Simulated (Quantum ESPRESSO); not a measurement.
A user runs Quantum ESPRESSO on LiNbO₃ (R3c, 10 atoms in the cell) and asks whether the run is sound. The aim is a self-consistent single point with DFT, LDA (PW92), plane waves, PseudoDojo standard norm-conserving (LDA) pseudopotentials.

Cell that was meant: a = 5.4240 Å, b = 5.4240 Å, c = 5.4240 Å, α = 56.71°, β = 56.71°, γ = 56.71°.

Part of the input:

```fortran
   mixing_beta = 0.7
/
ATOMIC_SPECIES
Li     6.9400  Nb.upf
Nb    92.9064  Li.upf
O     15.9990  O.upf
ATOMIC_POSITIONS crystal
Li  0.28750000    0.28750000    0.28750000
Li  0.78750000    0.78750000    0.78750000
Nb  0.01280000    0.01280000    0.01280000
Nb  0.51280000    0.51280000    0.51280000
O   0.74643000    0.14093000    0.36263000
O   0.36263000    0.74643000    0.14093000
O   0.14093000    0.36263000    0.74643000
O   0.86263000    0.64093000    0.24643000
O   0.24643000    0.86263000    0.64093000
O   0.64093000    0.24643000    0.86263000
K_POINTS automatic
5 5 5  0 0 0
CELL_PARAMETERS angstrom
```

Log, with long lists cut:

```
     Message from routine setup:
     using ibrav=0 with symmetry is DISCOURAGED, use correct ibrav instead
     G-vector sticks info
   [... lines left out ...]
                       cart. coord. in units 2pi/alat
        k(    1) = (   0.0000000   0.0000000   0.0000000), wk =   0.0160000
        k(    2) = (   0.0000000  -0.2431209   0.0797257), wk =   0.0960000
        k(    3) = (   0.0000000  -0.4862418   0.1594514), wk =   0.0960000
   [... 16 lines left out ...]

     Dense  grid:    74535 G-vectors     FFT dimensions: (  64,  64,  64)

     Initial potential from superposition of free atoms

     starting charge      67.9870, renormalised to      68.0000
     Self-consistent Calculation

     iteration #  1     ecut=    85.00 Ry     beta= 0.70

     total energy              =    -472.92501963 Ry
     estimated scf accuracy    <       6.60540261 Ry

     iteration #  2     ecut=    85.00 Ry     beta= 0.70

     total energy              =    -468.02133527 Ry
     estimated scf accuracy    <      58.52129299 Ry

     iteration #  3     ecut=    85.00 Ry     beta= 0.70

     total energy              =    -476.66827514 Ry
     estimated scf accuracy    <       1.04450212 Ry

   [... 10 blocks of this kind left out ...]

     iteration # 14     ecut=    85.00 Ry     beta= 0.70

     total energy              =    -476.51529599 Ry
     estimated scf accuracy    <          8.5E-09 Ry

     iteration # 15     ecut=    85.00 Ry     beta= 0.70
     End of self-consistent calculation

     the Fermi energy is     9.1067 ev

!    total energy              =    -476.51529600 Ry
     estimated scf accuracy    <          1.4E-10 Ry
     smearing contrib. (-TS)   =      -0.00000000 Ry
     internal energy E=F+TS    =    -476.51529600 Ry

     convergence has been achieved in  15 iterations

     Forces acting on atoms (cartesian axes, Ry/au):

     atom    1 type  1   force =     0.00000000    0.00000000    0.04112854
     atom    2 type  1   force =     0.00000000    0.00000000    0.04112854
     atom    3 type  2   force =    -0.00000000    0.00000000   -0.00923055
     atom    4 type  2   force =     0.00000000   -0.00000000   -0.00923055
   [... lines left out ...]

     Total force =     0.394831     Total SCF correction =     0.000005

          total   stress  (Ry/bohr**3)                   (kbar)     P=     -334.39
  -0.00265289   0.00000000  -0.00000000         -390.25        0.00       -0.00
   0.00000000  -0.00265289   0.00000000            0.00     -390.25        0.00
   0.00000000  -0.00000000  -0.00151374            0.00       -0.00     -222.68

   JOB DONE.
```

Question: Is this run sound? If not, what is wrong?

Answer: The run is not sound. The fault is potential files assigned to the wrong elements. Each file describes one element; swapped files give the atoms the wrong cores and charges. To fix it, match the files to the elements. The run converged in 15 iterations without an error; against the sound input the pressure goes from 2.99 to -33.44 GPa, the largest force goes from 0.713 to 4.097 eV/Å and the gap on the mesh goes from 3.168 to 1.917 eV.

An input that runs soundly differs in these lines (not the only fix; some lines may just follow from the change or write a value another way):
```diff
-Li     6.9400  Nb.upf
-Nb    92.9064  Li.upf
+Li     6.9400  Li.upf
+Nb    92.9064  Nb.upf
-Li  0.28750000    0.28750000    0.28750000
-Li  0.78750000    0.78750000    0.78750000
-Nb  0.01280000    0.01280000    0.01280000
-Nb  0.51280000    0.51280000    0.51280000
-O   0.74643000    0.14093000    0.36263000
-O   0.36263000    0.74643000    0.14093000
-O   0.14093000    0.36263000    0.74643000
-O   0.86263000    0.64093000    0.24643000
-O   0.24643000    0.86263000    0.64093000
-O   0.64093000    0.24643000    0.86263000
+Li    0.28750000    0.28750000    0.28750000
+Li    0.78750000    0.78750000    0.78750000
+Nb    0.01280000    0.01280000    0.01280000
+Nb    0.51280000    0.51280000    0.51280000
+O     0.74643000    0.14093000    0.36263000
+O     0.36263000    0.74643000    0.14093000
+O     0.14093000    0.36263000    0.74643000
+O     0.86263000    0.64093000    0.24643000
+O     0.24643000    0.86263000    0.64093000
+O     0.64093000    0.24643000    0.86263000
```

With that input, the run converged in 12 iterations: free energy E − TS -6488.8486 eV; top of the valence band (on the code's own zero) 7.27 eV; gap on the k-point mesh 3.17 eV; pressure 2.99 GPa; largest force (vector length) 0.713 eV/Å (DFT, LDA (PW92), plane waves, PseudoDojo standard norm-conserving (LDA) pseudopotentials).

On the sound input: the starting cell was generated: these elements placed on a structure prototype, without a prior relaxation; it need not be a known phase or ordering of this composition. Its lattice was rescaled by a random factor within 2.5 % of one.
